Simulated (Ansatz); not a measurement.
Consider KCl in the rock salt structure (space group Fm-3m, No. 225; a = 6.381 Å).

Level of theory: PBE (Ansatz, an electronic-structure program), no spin-orbit coupling.

One change was made to it. Results:

| quantity | base | after |
|---|---|---|
| electron mass | 0.45 mₑ (at Γ) | 0.43 mₑ (at Γ) |
| lattice parameter a | 6.381 Å | 6.104 Å |
| band gap | 5.05 eV | 5.52 eV |

What was done to the base?
A) pressure 7.5 GPa
B) pressure 3 GPa
C) pressure 10 GPa

B, pressure 3 GPa. For comparison, the band gap in the other runs: pressure 10 GPa gives 6.14 eV; pressure 7.5 GPa gives 6.01 eV.

Load acts through the strain it causes; cell and atoms are relaxed under it. Effective masses come from finite differences of ±0.01 Å⁻¹. Stability against distortions was not tested. Competing high-pressure phases were not computed.
